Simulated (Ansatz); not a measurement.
## zinc-blende ZnSe: the defect Se interstitial

Calculation: PBE, PAW (plane waves to 420 eV; Ansatz, a first-principles code). A supercell of 64 sites (2×2×2 repeats of a cell of 8 atoms) was used; the energies come from a 2×2×2 shifted sampling of its zone. Site at the start: void with 4Zn nearest. Finite-size correction: monopole term and site-potential alignment. Dielectric constants: PBE linear response of the host. Host gap at this level: 1.15 eV. Finite-size and sampling errors can reach tenths of an eV here. PBE underestimates the host's gap, which shifts levels and can delocalise carriers. Spin–orbit coupling is left out. Each state is the lowest found from its start.

Formation energies E_f are given with the Fermi level at the valence-band maximum. Chemical conditions: Se-rich (Δμ(Se) = 0.00 eV; only phases computed here count, gases as isolated molecules at 0 K); Zn-rich (Δμ(Se) = -1.43 eV; only phases computed here count, gases as isolated molecules at 0 K). Reference phases: Se: trigonal Se.

The name describes the start; the neighbours show where the atoms ended.

Charges with a result: +1, 0, −1, −2. Others weren't obtained, and one of them could lie lower, also by skipping a charge.

```json
[
 {"charge": "+1", "moment (μB)": "1.0", "largest move off a lattice site (Å)": "1.19", "neighbours of the last Se atom of the defect at the end (Å)": "Se 2.32, Zn 2.43, Zn 2.62, Se 3.09, Zn 3.20, Se 3.37", "image correction with alignment (eV)": "0.33", "E_f, Se-rich (eV)": "2.17", "E_f, Zn-rich (eV)": "3.59"},
 {"charge": "0", "moment (μB)": "not spin-polarised", "largest move off a lattice site (Å)": "1.24", "neighbours of the last Se atom of the defect at the end (Å)": "Se 2.37, Zn 2.39, Zn 2.49, Se 3.11, Zn 3.11", "image correction with alignment (eV)": "0.00", "E_f, Se-rich (eV)": "2.30", "E_f, Zn-rich (eV)": "3.72"},
 {"charge": "−1†", "moment (μB)": "1.0", "largest move off a lattice site (Å)": "0.33", "neighbours of the last Se atom of the defect at the end (Å)": "Zn 2.47, Zn 2.47, Zn 2.47, Zn 2.47, Se 3.01, Se 3.02", "image correction with alignment (eV)": "-0.02", "E_f, Se-rich (eV)": "–", "E_f, Zn-rich (eV)": "–"},
 {"charge": "−2†", "moment (μB)": "not spin-polarised", "largest move off a lattice site (Å)": "0.32", "neighbours of the last Se atom of the defect at the end (Å)": "Zn 2.41, Zn 2.41, Zn 2.41, Zn 2.41", "image correction with alignment (eV)": "0.27", "E_f, Se-rich (eV)": "–", "E_f, Zn-rich (eV)": "–"}
]
```

† Not settled in this cell, so no level is given: charge −1: level within 0.1 eV of a band edge or past it; charge −2: level within 0.1 eV of a band edge or past it.

No other site or start that was run ended lower by more than 0.1 eV.

Transition levels above the valence-band maximum: ε(+1/0) = 0.13 eV. On the lower envelope of the bound states, inside the gap: (+1/0) at 0.13 eV.

Flagged in the runs: a strain field that reaches the edge of the cell.
